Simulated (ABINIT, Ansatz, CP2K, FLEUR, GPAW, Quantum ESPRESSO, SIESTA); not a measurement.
**One structure in several programs: MnO2 (P4_2/mnm, 6 atoms in the cell)**

Self-consistent single point, at a second geometry (lattice scaled by 0.98). First geometry:

```
MnO2
1.0
    4.33620     0.00000     0.00000
    0.00000     4.33620     0.00000
    0.00000     0.00000     2.82838
Mn O
2 4
Direct
  0.00000   0.00000   0.00000
  0.50000   0.50000   0.50000
  0.30500   0.30500   0.00000
  0.80500   0.19500   0.50000
  0.19500   0.80500   0.50000
  0.69500   0.69500   0.00000
```
Moments meant for the start (each program seeds them in its own way; μB, in the order of the atoms Mn Mn O O O O): 3.0 -3.0 0.0 0.0 0.0 0.0.

Shared settings, as Ansatz (a first-principles code) writes them: kpoints.mp_grid.grid = 3 3 5; scf.occupations.method = fermi_dirac; scf.occupations.width = 0.02 eV. Potentials and cutoffs stand in the table.

```csv
code,model,ΔF from the first geometry (meV/atom),pressure (GPa),largest force (eV/Å),cutoff
GPAW,"PBE, GPAW PAW datasets PBE (gpaw-data 1.0.1)",94.4,–,0.835,950 eV
Quantum ESPRESSO,"PBE, PseudoDojo standard norm-conserving (PBE) pseudopotentials",78.2,34.90,0.709,100 Ry
Ansatz,"PBE, default PAW files",79.9,34.50,0.745,420 eV
CP2K,"PBE, GPW, DZVP-MOLOPT-SR-GTH basis, GTH-PBE potentials (GTH_POTENTIALS)",87.3,37.89,0.719,grid 600 Ry
SIESTA,"GGA PBE, numerical atomic orbitals DZP, PseudoDojo PBE standard norm-conserving potentials (rewritten from UPF to PSML)",87.5,37.96,0.842,grid 400 Ry
ABINIT,"PBE, norm-conserving pseudopotentials (PseudoDojo nc-sr-05 PBE standard)",78.2,34.88,0.709,1306 eV
FLEUR,"PBE, all-electron FLAPW (FLEUR), scalar-relativistic valence",84.6,–,0.720,Kmax 4.7 1/bohr
```

For Ansatz (by 1.0 GPa) the energy change implies a higher mean pressure, against the two pressures, than for the other programs: a sign of finite-basis (Pulay) stress.

A dash marks a value that a program does not give, or that is left out as unsure.

On Ansatz's run: the magnetic order is the one reached from the typed start; others were not searched systematically.

The spread over the programs that give each value: ΔF from the first geometry within 16.2 meV/atom; pressure within 3.46 GPa; largest force within 0.133 eV/Å.

CP2K and SIESTA use small atom-centred bases, whose incompleteness enters pressures, forces and empty levels differently from a plane-wave cutoff. FLEUR treats all electrons, but the usual bases taken here (sphere radii, linearisation, local orbitals, empty states) were not tested for convergence, so the values are no reference for the others. Ansatz's pressure is given at a fixed set of plane waves, as the other plane-wave codes print theirs; with its correction for the finite basis it is 35.48 GPa (the shift of 0.98 GPa shows how far the cutoff is from converged). The pressure of GPAW is left out: its cutoff lies under the one at which its stress was checked. In the pressure, CP2K (by 3.00) and SIESTA (by 3.07) lie more than 1 GPa from the median of the plane-wave programs. In the force vectors, GPAW (by 0.108) and SIESTA (by 0.115) lie more than 0.08 eV/Å from the median of the plane-wave programs.

The shared mesh is coarse (it stands for a supercell whose shortest vector is 13 Å), so the values are not converged in it.

The starting cell has typed, rounded lattice constants, without a prior relaxation at this level. Its lattice was rescaled by a random factor within 2.5 % of one. For this run, on top of that: lattice scaled by 0.98.

Left out of this page: Elk (not drawn, or without a comparable value).

Keys are those of Ansatz 0.2.
